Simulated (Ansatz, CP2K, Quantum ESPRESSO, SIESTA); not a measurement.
# CdCo₂N₂ (P1, 5 atoms in the cell) computed with different codes at matched settings

Self-consistent single point, at a second geometry (atoms moved at random). First geometry:

```
Cd(CoN)2
1.0
    2.65512    -1.53211     0.00000
    2.65512     1.53211     0.00000
   -1.91309     0.00000     8.29973
Cd Co N
1 2 2
Direct
  0.50000   0.50000   0.50000
  0.37077   0.37077   0.10323
  0.62923   0.62923   0.89677
  0.27822   0.27822   0.84757
  0.72178   0.72178   0.15243
```

Second geometry:
```yaml
crystal:
  lattice:
    - [2.65512, -1.53211, 0.00000]
    - [2.65512, 1.53211, 0.00000]
    - [-1.91309, 0.00000, 8.29973]
  atoms:
    - { symbol: Cd, position: [0.51139, 0.47662, 0.50467] }
    - { symbol: Co, position: [0.37203, 0.37169, 0.09628] }
    - { symbol: Co, position: [0.60883, 0.63362, 0.89202] }
    - { symbol: N, position: [0.28839, 0.28372, 0.84533] }
    - { symbol: N, position: [0.71937, 0.73435, 0.16170] }
```

Shared settings, as Ansatz (a quantum-chemistry and plane-wave program) writes them: kpoints.mp_grid.grid = 10 10 3; scf.occupations.method = fermi_dirac; scf.occupations.width = 0.1 eV. Potentials and cutoffs stand in the table.

```json
[
 {"code": "Ansatz", "model": "PBEsol, PAW files made with PBE", "ΔF from the first geometry (meV/atom)": "31.3", "pressure (GPa)": "-8.91", "largest force (eV/Å)": "1.380", "cutoff": "default"},
 {"code": "Quantum ESPRESSO", "model": "PBEsol, SSSP 1.1.2 efficiency (PBE) pseudopotentials", "ΔF from the first geometry (meV/atom)": "31.0", "pressure (GPa)": "-9.66", "largest force (eV/Å)": "1.368", "cutoff": "50 Ry"},
 {"code": "CP2K", "model": "PBEsol, GPW, DZVP-MOLOPT-SR-GTH basis, GTH-PBE potentials (GTH_POTENTIALS)", "ΔF from the first geometry (meV/atom)": "31.4", "pressure (GPa)": "-7.78", "largest force (eV/Å)": "1.466", "cutoff": "grid 600 Ry"},
 {"code": "SIESTA", "model": "GGA PBEsol, numerical atomic orbitals DZP, PseudoDojo PBEsol standard norm-conserving potentials (rewritten from UPF to PSML)", "ΔF from the first geometry (meV/atom)": "25.3", "pressure (GPa)": "-8.71", "largest force (eV/Å)": "1.553", "cutoff": "grid 400 Ry"}
]
```

Size of the force on each atom (eV/Å): Sizes of forces hide their directions.

```json
[
 {"code": "Ansatz", "Cd1": "0.042", "Co2": "0.932", "Co3": "1.380", "N4": "1.289", "N5": "1.217"},
 {"code": "Quantum ESPRESSO", "Cd1": "0.043", "Co2": "0.929", "Co3": "1.368", "N4": "1.278", "N5": "1.199"},
 {"code": "CP2K", "Cd1": "0.042", "Co2": "0.960", "Co3": "1.466", "N4": "1.342", "N5": "1.180"},
 {"code": "SIESTA", "Cd1": "0.037", "Co2": "0.864", "Co3": "1.553", "N4": "1.381", "N5": "0.869"}
]
```

On Ansatz's run: spin polarisation is off, so a magnetic state, if there is one, cannot be reached.

The spread over the programs that give each value: ΔF from the first geometry within 6.1 meV/atom; pressure within 1.88 GPa; largest force within 0.185 eV/Å.

CP2K and SIESTA use small atom-centred bases, whose incompleteness enters pressures, forces and empty levels differently from a plane-wave cutoff. Ansatz's pressure is given at a fixed set of plane waves, as the other plane-wave codes print theirs; with its correction for the finite basis it is -8.69 GPa (the shift of 0.22 GPa shows how far the cutoff is from converged). In the pressure, CP2K (by 1.51) lies more than 1 GPa from the median of the plane-wave programs. In the force vectors, CP2K (by 0.102) and SIESTA (by 0.437) lie more than 0.08 eV/Å from the median of the plane-wave programs.

The starting cell comes from a database of computed structures (which also holds hypothetical and non-ambient phases and stackings), without a prior relaxation at this level. For this run, on top of that: atoms moved at random.

Keys are those of Ansatz 0.2.
